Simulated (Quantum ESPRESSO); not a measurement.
## Several settings converged on ScAl (Pm-3m, 2 atoms in the cell)

```
ScAl
1.0
    3.38046     0.00000     0.00000
    0.00000     3.38046     0.00000
    0.00000     0.00000     3.38046
Sc Al
1 1
Direct
  0.50000   0.50000   0.50000
  0.00000   0.00000   0.00000
```

Base method: LDA (PW92), PseudoDojo standard norm-conserving (LDA) pseudopotentials (plane waves; Quantum ESPRESSO).

Base settings: ecutwfc = 80 Ry; occupations = smearing; smearing = fermi-dirac; degauss = 0.0073499 Ry; potentials = {Sc: Sc.upf, Al: Al.upf}; K_POINTS = automatic 10 10 10 0 0 0; conv_thr = 1e-10 Ry; mixing_beta = 0.4.

**Zone-centre phonons against the cutoff**

In this ladder: ph.x.tr2_ph = 1e-14; ph.x.fildyn = dyn.G; dynmat.x.fildyn = dyn.G; dynmat.x.asr = crystal.

The mesh stays at the base's, so the ladder's end is converged at best in this setting alone.

Frequencies are those of the unrelaxed cell, without the LO-TO term of polar crystals.

Only quantities that move along the ladder and can be compared are tabulated.

```tsv
ecutwfc	highest zone-centre frequency (cm⁻¹)
40 Ry	268.6
48 Ry	265.4
56 Ry	265.2
80 Ry	264.9
120 Ry	264.9
```

Coarsest ecutwfc that holds the highest zone-centre frequency within 2 cm⁻¹ of the last step, with all finer ones: 48 Ry; the step before is off by 3.7 cm⁻¹.

**Zone-centre phonons against the mesh**

In this ladder: ph.x.tr2_ph = 1e-14; ph.x.fildyn = dyn.G; dynmat.x.fildyn = dyn.G; dynmat.x.asr = crystal.

Frequencies are those of the unrelaxed cell, without the LO-TO term of polar crystals.

Only quantities that move along the ladder and can be compared are tabulated.

| K_POINTS | highest zone-centre frequency (cm⁻¹) |
|---|---|
| automatic 3 3 3 0 0 0 | 262.7 |
| automatic 4 4 4 0 0 0 | 270.5 |
| automatic 5 5 5 0 0 0 | 263.0 |
| automatic 8 8 8 0 0 0 | 264.5 |
| automatic 12 12 12 0 0 0 | 265.0 |

Coarsest K_POINTS that holds the highest zone-centre frequency within 1 cm⁻¹ of the last step, with all finer ones: automatic 8 8 8 0 0 0; the step before is off by 2.0 cm⁻¹.

**Zone-centre phonons against the SCF threshold**

In this ladder: ph.x.tr2_ph = 1e-14; ph.x.fildyn = dyn.G; dynmat.x.fildyn = dyn.G; dynmat.x.asr = crystal.

The mesh stays at the base's, so the ladder's end is converged at best in this setting alone.

Frequencies are those of the unrelaxed cell, without the LO-TO term of polar crystals.

Only quantities that move along the ladder and can be compared are tabulated.

| conv_thr | highest zone-centre frequency (cm⁻¹) |
|---|---|
| 7.3e-05 Ry | 294.1 |
| 7.3e-07 Ry | 270.1 |
| 7.3e-09 Ry | 264.5 |
| 7.3e-13 Ry | 264.9 |

Coarsest conv_thr that holds the highest zone-centre frequency within 10 cm⁻¹ of the last step, with all finer ones: 7.3e-07 Ry; the step before is off by 29 cm⁻¹.

On the base run: the starting cell comes from a database of computed structures (which also holds hypothetical and non-ambient phases and stackings), without a prior relaxation at this level. Its lattice was rescaled by up to half a per cent. In the base run, with a pressure of about -5 GPa the cell is away from its equilibrium volume at this level.
